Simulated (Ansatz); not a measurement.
The reference is BaTiO$_{3}$ in the cubic perovskite structure (space group Pm-3m, No. 221).

```yaml
crystal:
  lattice:
    - [4.01946, 0.00000, 0.00000]
    - [0.00000, 4.01946, 0.00000]
    - [0.00000, 0.00000, 4.01946]
  atoms:
    - { symbol: Ba, position: [0.00000, 0.00000, 0.00000] }
    - { symbol: Ti, position: [0.50000, 0.50000, 0.50000] }
    - { symbol: O, position: [0.00000, 0.50000, 0.50000] }
    - { symbol: O, position: [0.50000, 0.50000, 0.00000] }
    - { symbol: O, position: [0.50000, 0.00000, 0.50000] }
```

Level of theory: PBE (Ansatz, a first-principles code), no spin-orbit coupling, earlier PAW set.

One change was made to it. Results:

The band gap goes up by 0.01 eV (1.79 eV → 1.80 eV); the gap character stays indirect, R → Γ; the volume per atom decreases by 0.07 Å³ (12.99 Å³ → 12.92 Å³).

Question: Which change produced these results?
(A) pressure 9 GPa
(B) pressure 30 GPa
(C) pressure 2.1 GPa
(D) pressure 0.9 GPa

Answer: D, pressure 0.9 GPa. For comparison, the volume per atom in the other runs: pressure 30 GPa gives 11.34 Å³; pressure 9 GPa gives 12.36 Å³; pressure 2.1 GPa gives 12.83 Å³.

Load acts through the strain it causes; cell and atoms are relaxed under it. No phonon test of stability was made. Competing high-pressure phases were not computed. All final runs are without spin polarisation. Many cubic perovskites are stable only at high temperature; tilts and polar distortions were not tested. This is not the structure that BaTiO3 has at room temperature and ambient pressure.
